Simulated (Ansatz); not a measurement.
# Response to strain in BP

Base system: BP in the zinc blende structure (space group F-43m, No. 216; a = 4.4905 Å). Axes: x, y, z lie along the cube axes.

Strains are applied to the cell and any free atomic positions relax.

Computed with Ansatz (a program for electronic structure), LDA, PAW, cutoff 420 eV, spin-orbit coupling left out.

Notes on the quantities. energy relative to the base: free energy F.

```tsv
uniaxial strain ε_zz (%)	energy relative to the base (meV/atom)
0	0.0
0.5	0.3
1	1.3
1.5	2.8
2	5.0
2.5	?
3	11.2
```

Task: Fit ΔE = Aε² + Bε³ (ε in %) to the rows shown and predict the withheld row.

Result: Least squares on the printed values gives A = 1.26 and B = -0.0062 meV/atom (largest residual 0.0 meV/atom); this predicts 7.8 meV/atom, and the run gives 7.8 meV/atom, in agreement.

No phonon test of stability was made.
